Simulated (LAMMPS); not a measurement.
An MD run on a melt made from Pt (fcc), 4000 atoms, at 2550 K and 0 GPa, brought to that temperature within a few picoseconds.

All values are model results, not measurements: classical MD, pair style eam, the elements' _u3.eam files (universal-3 set of Foiles, Baskes and Daw) (LAMMPS).

```csv
r (Å),g(r)
1.780,0.000
1.820,0.001
1.860,0.003
1.900,0.009
1.940,0.024
1.980,0.043
2.020,0.081
2.060,0.135
2.100,0.209
2.140,0.298
2.180,0.421
2.220,0.528
2.260,0.709
2.300,0.891
2.340,1.07
2.380,1.29
2.420,1.47
2.460,1.59
2.500,1.83
2.540,1.89
2.580,2.02
2.620,2.05
2.660,2.09
2.700,2.07
2.740,2.02
2.780,1.98
2.820,1.89
2.860,1.81
2.900,1.70
2.940,1.62
2.980,1.53
3.020,1.45
3.060,1.35
3.100,1.27
3.140,1.18
3.180,1.09
3.220,1.05
3.260,1.00
3.300,0.944
3.340,0.874
3.380,0.846
3.420,0.818
3.460,0.777
3.500,0.755
3.540,0.733
3.580,0.721
3.620,0.708
3.660,0.683
3.700,0.675
3.740,0.688
3.780,0.683
3.820,0.682
3.860,0.683
3.900,0.681
3.940,0.697
3.980,0.708
4.020,0.722
4.060,0.724
4.100,0.764
4.140,0.779
4.180,0.794
4.220,0.821
4.260,0.846
4.300,0.865
4.340,0.877
4.380,0.928
4.420,0.941
4.460,0.969
4.500,0.991
4.540,1.01
4.580,1.04
4.620,1.06
4.660,1.09
4.700,1.11
4.740,1.11
4.780,1.15
4.820,1.17
4.860,1.16
4.900,1.18
4.940,1.19
4.980,1.19
5.020,1.19
5.060,1.18
5.100,1.19
5.140,1.18
5.180,1.17
5.220,1.16
5.260,1.14
5.300,1.13
5.340,1.12
5.380,1.09
5.420,1.10
5.460,1.07
5.500,1.06
5.540,1.04
5.580,1.02
5.620,1.02
5.660,1.00
5.700,0.985
5.740,0.970
5.780,0.955
5.820,0.940
5.860,0.926
```

The data show:
- state found: liquid
- first peak of g(r): 2.66 Å, height 2.1
- coordination number: 12.9 (counted to 3.78 Å)
